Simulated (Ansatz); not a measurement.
Consider the following.

```xyz
8
Lattice="2.9931 0.0000 0.0000 -1.4965 2.5921 0.0000 0.0000 0.0000 9.7944" Properties=species:S:1:pos:R:3 pbc="T T T"
Si     0.0000     0.0000     0.0035
Si     0.0000     0.0000     4.9007
Si     1.4965     0.8640     7.3477
Si     0.0000     1.7280     2.4505
C      0.0000     0.0000     7.9614
C      0.0000     0.0000     3.0642
C      1.4965     0.8640     5.5067
C      0.0000     1.7280     0.6095
```

No spin polarisation.

All numbers come from r2SCAN, PAW, 500 eV (Ansatz, a quantum-chemistry and plane-wave program; no spin-orbit coupling). k-mesh 12×12×4 (Γ-centred); smearing 0.05 eV (Fermi–Dirac).

Question: Predict the band gap.

Answer: 2.63 eV.

Question: Estimate the valence-band top at Γ (three highest levels, from the VBM).

Answer: 0.00, 0.00, -0.05 eV.

Question: What is the computed width of the top valence band?

Answer: 2.68 eV.

Question: What smallest direct gap does the calculation give?

Answer: 3.83 eV.

Load acts through the strain it causes; cell and atoms are relaxed under it. No phonon test of stability was made. No other phases were tried under pressure. The cell was made from SiC (space group P6_3mc, No. 186) by this change: pressure 22.5 GPa.
